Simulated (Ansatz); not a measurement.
Given:

```xyz
2
Lattice="4.3420 0.0000 0.0000 0.0000 6.1405 0.0000 2.1710 -3.0703 2.1710" Properties=species:S:1:pos:R:3 pbc="T T T"
Cd     0.0000     0.0000     0.0000
Se     2.1710     4.6054     0.0000
```

The cell is taken as given.

Transport runs along the normal of the first two printed cell vectors, the (110) plane of the conventional cell.

The gap is the functional's own. No spin-orbit coupling. Mid-gap values are those at the computed energy nearest the middle.

Task: Estimate the band gap and the smallest decay constant κ at mid-gap that r2SCAN (Ansatz, a first-principles code) returns for this system.

Result: Gap 1.03 eV on a 14×14×14 mesh; κ = 0.078 1/Å, at the zone centre.
